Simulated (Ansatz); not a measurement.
## Thickness series in hypothetical CdI2 type SiO2

Consider SiO$_{2}$ in the CdI2 type structure (space group P-3m1, No. 164; a = 2.686 Å, c = 4.602 Å; a hypothetical phase, not in the database extracts checked; layered, stacked along the Cartesian z axis).

Free-standing slabs (3 atom(s) a layer) normal to the stacking axis with 15 Å of vacuum; in-plane cell relaxed.

Computed with PBE-D3(BJ) (Ansatz, an electronic-structure program, PAW, scalar-relativistic without spin-orbit coupling), earlier PAW set.

Notes on the quantities. electron mass: in plane; excess energy per area of both faces: slab less bulk energy over the cell's area: twice a surface energy; uncertain by up to 0.03 J/m².

| variant | band gap | electron mass | thickness between the outermost nuclei | smallest direct gap | excess energy per area of both faces |
|---|---|---|---|---|---|
| base | 6.16 eV | – | – | 6.42 eV | – |
| 1 layer | 6.72 eV | 0.41 mₑ (at Γ) | 1.84 Å | 7.30 eV | 0.35 J/m² |
| 2 layers | ___ | 0.39 mₑ (at Γ) | 6.47 Å | 6.87 eV | 0.37 J/m² |
| 3 layers | 6.34 eV | 0.38 mₑ (at Γ) | ___ | 6.68 eV | 0.38 J/m² |
| 4 layers | ___ | 0.38 mₑ (at Γ) | 15.68 Å | 6.59 eV | 0.38 J/m² |

### Question
Fill in the withheld entries from the trend.

### Answer

- 2 layers, band gap: 6.45 eV
- 3 layers, thickness between the outermost nuclei: 11.07 Å
- 4 layers, band gap: 6.28 eV

Slab and bulk use different k-meshes, which limits the precision of the excess energy. Effective masses come from finite differences of ±0.01 Å⁻¹. No phonon test of stability was made.
